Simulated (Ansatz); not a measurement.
A self-consistent single point of TiCo (P4mm, 2 atoms in the cell) with Ansatz (a program for electronic structure).

Computed with LDA (PW92), PAW files made with PBE (plane waves; Ansatz).

```
TiCo
1.0
    2.98103     0.00000     0.00000
    0.00000     2.98103     0.00000
    0.00000     0.00000     2.98103
Ti Co
1 1
Direct
  0.00000   0.00000   0.01677
  0.50000   0.50000   0.50000
```

Reference input (self-consistent single point, DFT, LDA (PW92), plane waves, PAW files made with PBE): basis.ecutwfc = 420 eV; kpoints.mp_grid.grid = 11 11 11; hamiltonian.xc = lda; hamiltonian.pseudopotentials = {kind: paw} (the program's default PAW files); scf.occupations.method = fermi_dirac; scf.occupations.width = 0.1 eV. This run's input differs from it in these lines:

Ansatz 0.2 input:
```diff
@@ -10,2 +10,3 @@
   ecutwfc: 420.0 eV
+  ecutrho_ratio: 2
 kpoints:
```

Output (repeated stretches shortened):

```
SCF iter   1: F=—  HF=-7514.257795 eV  |F-HF|=—  |Δ(HF+E_count)|=         —  Δρ=6.58e-2  dr2=1.35e0  ethr=3.10e-3  ⟨swp⟩=3.9  Hψ=9112  notcnv=0
all-band conjugate gradients solve this SCF's bands
preconditioner: auto → none
SCF iter   2: F=—  HF=-7514.142298 eV  |F-HF|=—  |Δ(HF+E_count)|=   1.15e-1  Δρ=1.03e-1  dr2=3.06e0  ethr=3.10e-3  ⟨swp⟩=2.5  Hψ=4468  notcnv=0
   [... lines left out ...]
SCF iter   6: F=—  HF=-7513.924751 eV  |F-HF|=—  |Δ(HF+E_count)|=   1.13e-4  Δρ=9.93e-4  dr2=2.43e-4  ethr=3.94e-6  ⟨swp⟩=1.1  Hψ=2421  notcnv=0
SCF iter   7: F=—  HF=-7513.924737 eV  |F-HF|=—  |Δ(HF+E_count)|=   1.37e-5  Δρ=7.00e-5  dr2=1.86e-6  ethr=8.36e-7  ⟨swp⟩=1.0  Hψ=2394  notcnv=0
SCF iter   8: F=—  HF=-7513.924734 eV  |F-HF|=—  |Δ(HF+E_count)|=   2.36e-6  Δρ=3.16e-5  dr2=3.33e-7  ethr=6.41e-9  ⟨swp⟩=2.0  Hψ=3160  notcnv=0
SCF iter   9: F=-7513.924734 eV  HF=-7513.924734 eV  |F-HF|=2.15e-10  |Δ(HF+E_count)|=   2.52e-8  Δρ=1.26e-6  dr2=2.96e-10  ethr=3.45e-10  ⟨swp⟩=4.1  Hψ=7773  notcnv=0
SCF 1 converged in 9 iterations: F = -7513.924734 eV  dr2 = 2.96e-10
Free energy (F): -7513.924734 eV
Internal energy: -7513.835827 eV  (E = F + TS)
E sigma→0 (E₀):  -7513.880281 eV
Entropy (-TS):   -0.088908 eV (-44.454 meV/atom)
Fermi energy:    16.269622 eV
--- Forces (eV/Å), atoms counted from 1 ---
  atom   1  Ti     0.00000000     0.00000000    -0.16644774
  atom   2  Co    -0.00000000     0.00000000     0.16644659
--- Stress (GPa, compression-positive) ---
      -13.833475       0.000000       0.000000
        0.000000     -13.833475       0.000000
       -0.000000       0.000000     -13.905510
  P = ⅓ Tr σ = -13.8575 GPa (-138.575 kbar)
  The stress holds the Pulay correction, which leaves out the density cutoff's part. Without it, at fixed plane waves, as pw.x and ABINIT print it …
settings of this run that can trade accuracy for cost: basis.ecutrho_ratio < 4. Do not mix this run's numbers with those of runs without the same settings …
```

The run converged in 9 iterations. Against the reference run the free energy falls by 2.8 meV/atom, the pressure goes from -14.10 to -13.86 GPa and the largest force stays at 0.166 eV/Å. The full log also holds: “WARN basis.ecutrho_ratio = 2 (ecutrho = 840 eV) is below the records' recommended cutoff”.

The starting cell has typed, rounded lattice constants, without a prior relaxation at this level. Its lattice was rescaled by up to half a per cent. One atom was moved a little off its site on purpose. Spin polarisation is off. Ansatz's pressure includes its estimate of the finite-basis (Pulay) stress. The cutoff lies below the one recommended for these files.
